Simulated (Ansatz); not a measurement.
# Effect of biaxial strain −4.86 %, plane normal [111], relaxed out of plane on Al

Start from Al in the fcc (Cu type) structure (space group Fm-3m, No. 225; a = 3.992 Å). Axes: x, y, z lie along the cube axes.

Modification: compressive biaxial strain of 4.86 % in the plane normal to [111], as in epitaxy on a mismatched substrate; the out-of-plane cell vector and the atoms relax.

All numbers come from plane-wave PAW DFT at the r2SCAN level (Ansatz, an electronic-structure program, 500 eV), no spin-orbit coupling. k-mesh 20×20×20 (Γ-centred); smearing 0.05 eV (Fermi–Dirac).

| quantity | base | changed | shift |
|---|---|---|---|
| volume per atom | 15.90 Å³ | 14.98 Å³ | -0.92 Å³ |
| space group | Fm-3m (No. 225) | R-3m (No. 166) | – |
| shortest interatomic distance | 2.823 Å | 2.686 Å | -0.137 Å |
| energy relative to the base (free energy F) | 0 meV/atom | +51 meV/atom | +51 meV/atom |
| band gap | zero | zero | – |
| out-of-plane strain (rough) | – | +4.08 % | – |
| mean in-plane stress (compression positive) (rough) | – | +11.7 GPa | – |

Final structure (turned so that z lies along the plane normal):

```xyz
1
Lattice="2.6856 0.0000 0.0000 1.3428 2.3258 0.0000 1.3428 -0.7753 2.3987" Properties=species:S:1:pos:R:3 pbc="T T T"
Al     0.0000     0.0000     0.0000
```

Cost of the whole job for the changed cell (relaxation, final SCF and bands): roughly 40 core-seconds.

Without a gap, meshes like the base's 20×20×20 leave anisotropic stresses uncertain by several tenths of a GPa, and small strain energies with them. Whether these cells are dynamically stable was not tested.
